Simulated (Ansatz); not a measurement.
Take CaO in the rock salt structure (space group Fm-3m, No. 225; a = 4.831 Å) as the base.

Level of theory: PBE (Ansatz, an electronic-structure program, PAW, no spin-orbit coupling).

For the base:

The valley order comes out as X along ⟨100⟩ 3.66 eV; Γ 4.61 eV and the hole mass comes out as 0.35, 2.9, 2.9 mₑ (at Γ).

Now apply this change: an isotropic linear strain of +2.77 %, atoms relaxed at fixed cell.

### Question
Estimate the effect on the valley order.

### Answer
The valley order (the lowest conduction-band minima on the path, energy above the VBM, named in the base's zone) changes from X along ⟨100⟩ 3.66 eV; Γ 4.61 eV to X along ⟨100⟩ 3.66 eV; Γ 3.98 eV.

### Question
Estimate the effect on the hole mass.

### Answer
The hole mass (degenerate bands, along [100]) goes from 0.35, 2.9, 2.9 mₑ (at Γ) to 0.36, 2.9, 2.9 mₑ (at Γ).

The levels and masses belong to the bands next to the band gap. Masses are band curvatures over ±0.01 Å⁻¹ around the edge. No phonon test of stability was made.
